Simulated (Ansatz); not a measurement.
Take SiO2 in the rutile structure (space group P4_2/mnm, No. 136; a = 4.2362 Å, c = 2.6905 Å) as the base. Axes: x, y, z lie along a, b, c of the conventional cell.

One thing is altered: compressive biaxial strain of 0.83 % in the plane normal to [001], as in epitaxy on a mismatched substrate; the out-of-plane cell vector and the atoms relax.

Levels (all Ansatz, a program for electronic structure, PAW): PBE (420 eV, no spin-orbit coupling); r2SCAN (500 eV, no spin-orbit coupling); HSE06 (420 eV, scalar-relativistic without spin-orbit coupling); PBE+SOC (420 eV, spin-orbit coupling included).

One geometry, relaxed with PBE, under each level:

The valence-band top lists the three highest levels at Γ (Kramers pairs under SOC), from the VBM.

```tsv
level	band gap	lowest conduction level above the VBM at special points	valence-band top at Γ	electron mass	hole mass	pressure
PBE	5.17 eV	Γ 5.17 eV; A 6.94 eV; M 7.08 eV; X 7.37 eV	0.00, -0.86, -0.86 eV	0.36 mₑ out of plane, 0.46 mₑ in plane (at Γ)	1.8 mₑ out of plane, 1.1 mₑ in plane (at Γ)	2.69 GPa
r2SCAN	6.11 eV	Γ 6.11 eV; A 7.95 eV; M 8.08 eV; X 8.36 eV	–	–	–	-6.87 GPa
HSE06	7.25 eV	Γ 7.25 eV; A 9.07 eV; M 9.24 eV	–	–	–	–
PBE+SOC	5.17 eV	Γ 5.17 eV; A 6.94 eV; M 7.08 eV; X 7.37 eV	0.00, -0.84, -0.87 eV	0.36 mₑ out of plane, 0.46 mₑ in plane (at Γ)	1.8 mₑ out of plane, 1.1 mₑ in plane (at Γ)	2.69 GPa
```

Single points use the geometry relaxed with PBE. Their cutoffs differ, which shifts pressures a little. The spin-orbit shifts are approximate. Effective masses come from finite differences of ±0.01 Å⁻¹. No phonon test of stability was made.
